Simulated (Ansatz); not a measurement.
Start from BiB in the zinc blende structure (space group F-43m, No. 216; a = 5.456 Å; a hypothetical phase, not in the database extracts checked). Axes: x, y, z lie along the cube axes.

Modification: tensor shear ε_xz = −2.49 % (engineering shear γ = -0.0498), atoms relaxed at fixed cell.

Levels (all Ansatz, a program for electronic structure, PAW): PBEsol (420 eV, no SOC); r2SCAN (500 eV, scalar-relativistic without spin-orbit coupling); HSE06 (420 eV, no SOC).

At the geometry relaxed with PBEsol, these levels gave the following band gaps, in shuffled order: (a) 0.13 eV, (b) 0.54 eV, (c) zero.

Q: Match each gap to its level.

A: (a) r2SCAN; (b) HSE06; (c) PBEsol.

Single points use the geometry relaxed with PBEsol. HSE06 was sampled on its mesh, a few special points and the semilocal edge points, so its gap is an upper bound. With Bi present, leaving out spin-orbit coupling can change the band edges. The cells carry an imposed strain or load. Whether these cells are dynamically stable was not tested. The final runs are not spin-polarised. Gaps under 0.05 eV, about the width of the smearing, are given as zero. The zero or small gap of BiB under tensor shear ε_xz = −2.49 % can change with the level of theory.
